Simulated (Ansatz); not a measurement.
## Quick settings and what they miss: ScCd (Pm-3m, 2 atoms in the cell)

Self-consistent single point.

```
CELL_PARAMETERS angstrom
      3.57527     0.00000     0.00000
      0.00000     3.57527     0.00000
      0.00000     0.00000     3.57527
ATOMIC_POSITIONS crystal
  Sc 0.50000 0.50000 0.50000
  Cd 0.00000 0.00000 0.00000
```

Method: LDA (PW92), PAW files made with PBE (plane waves; Ansatz, a first-principles code).

Base settings: basis.ecutwfc = 420 eV; kpoints.mp_grid.grid = 9 9 9; hamiltonian.xc = lda; hamiltonian.pseudopotentials = {kind: paw} (the program's default PAW files); scf.occupations.method = gaussian; scf.occupations.width = 0.136 eV.

Tight run (finer mesh or higher cutoff; not a proven limit): basis.ecutwfc: 420 eV → 590 eV; kpoints.mp_grid.grid: 9 9 9 → 13 13 13; scf.convergence.dr2_threshold: default (1e-07 eV) → 1e-09 eV. It gave Fermi level (on the code's own zero) 11.52 eV; pressure -7.57 GPa.

Quick runs, as changes from the base:
- A: the base itself
- B: basis.ecutwfc: 420 eV → 250 eV; kpoints.mp_grid.grid: 9 9 9 → 6 6 6
- C: basis.ecutwfc: 420 eV → 210 eV; kpoints.mp_grid.grid: 9 9 9 → 2 2 2; scf.convergence.dr2_threshold: default (1e-07 eV) → 0.0001 eV
- D: basis.ecutwfc: 420 eV → 295 eV; kpoints.mp_grid.grid: 9 9 9 → 4 4 4; kpoints.mp_grid.shift: default → 0.5 0.5 0.5
- E: basis.ecutwfc: 420 eV → 335 eV; kpoints.mp_grid.grid: 9 9 9 → 6 6 6; scf.convergence.dr2_threshold: default (1e-07 eV) → 0.001 eV
- F: basis.ecutwfc: 420 eV → 250 eV; kpoints.mp_grid.grid: 9 9 9 → 3 3 3; hamiltonian.xc: lda → pbesol [PBEsol]

Energies are extrapolated to zero smearing width, which holds to low order in the width alone.

Dashes: energy of F, another energy zero.

† marks runs with another functional, U, potentials or spin treatment: their distance from the tight run is not a convergence error alone.

The count of work is k-points × plane waves × bands × iterations; it is no time. 

Pressures in the table are Ansatz's without its Pulay estimate, at a fixed set of plane waves; the tight run's value above holds the estimate.

The starting cell comes from a database of computed structures (which also holds hypothetical and non-ambient phases and stackings), without a prior relaxation at this level. Its lattice was rescaled by a random factor within 2.5 % of one. In the base run, with a pressure of about -8 GPa the cell is away from its equilibrium volume at this level.

```csv
run,energy less tight (meV/atom),pressure less tight (GPa),count of work / tight
A,0.5,0.01,0.22
B,604.0,-31.56,0.062
C,3231.3,-128.39,0.0054
D,15.2,-5.03,0.015
E,0.4,-0.70,0.054
F†,–,-27.72,0.011
```

Among the runs at the tight run's level, the energy misses run from 0.4 to 3231.3 meV/atom.

Keys are those of Ansatz 0.2.
